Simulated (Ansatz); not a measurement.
**AgI (space group P6_422, No. 181; a hypothetical phase, not in the database extracts checked)**

```
CELL_PARAMETERS angstrom
      4.58103     0.00000     0.00000
     -2.29052     3.96729     0.00000
      0.00000     0.00000    10.68648
ATOMIC_POSITIONS crystal
  Ag 0.50000 0.50000 0.16667
  Ag 0.50000 0.00000 0.50000
  Ag 0.00000 0.50000 0.83333
  I  0.50000 0.50000 0.66667
  I  0.50000 0.00000 0.00000
  I  0.00000 0.50000 0.33333
```

Method: PBE (Ansatz, a program for electronic structure), no spin-orbit coupling. Settings: 8×8×3 k-points, 0.05 eV Fermi–Dirac smearing.

* **Volume per atom**: 32.37 Å³
* **Density**: 6.02 g/cm³
* **Band gap**: 0.70 eV, indirect, A → Γ
* **Electron mass**: 0.14 mₑ along c, 0.15 mₑ across
* **Hole mass**: 0.61 mₑ along k, 0.34 mₑ across
* **Lowest conduction-band minima above the VBM**: Γ 0.70 eV; L (1/2, 0, 1/2) 1.94 eV
* **Total energy**: -7551.945 eV/atom (σ→0; compares only within this code and set-up)

With I present, leaving out spin-orbit coupling can change the band edges. Masses are band curvatures over ±0.01 Å⁻¹ around the edge. Along k means along the line from Γ to the band edge. Whether these cells are dynamically stable was not tested. The base started in P3_121 and relaxed to P6_422 at this level.
